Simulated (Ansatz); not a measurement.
## BP in the zinc blende structure (space group F-43m, No. 216)

Space group F-43m (No. 216); a = 4.520 Å, b = 4.520 Å, c = 4.520 Å, α = 90.00°, β = 90.00°, γ = 90.00°

| atom | site | symmetry | x | y | z |
|---|---|---|---|---|---|
| B | 4a | -43m | 0.0000 | 0.0000 | 0.0000 |
| P | 4d | -43m | 0.7500 | 0.7500 | 0.7500 |
(The calculation used a cell of 2 atoms; values per cell refer to that cell.)

Method: PBEsol/PAW in Ansatz (a first-principles code), without spin-orbit coupling. k-mesh 13×13×13 (Γ-centred); smearing 0.05 eV (Fermi–Dirac).

```yaml
volume_per_atom: 11.54 Å³
density: 3.01 g/cm³
band_gap: 1.11 eV, indirect, Γ → Γ–X (83 % along)
electron_mass: 1.3 mₑ along k, 0.22 mₑ across
Hole mass (degenerate bands, along [100]): 0.25, 0.25, 0.34 mₑ
Lowest conduction-band minima above the VBM: a point along ⟨100⟩, about 1.2 Å⁻¹ from Γ 1.11 eV
total_energy: -446.795 eV/atom (σ→0; compares only within this code and set-up)
```

Effective masses come from finite differences of ±0.01 Å⁻¹. Along k means along the line from Γ to the band edge. No phonon test of stability was made.
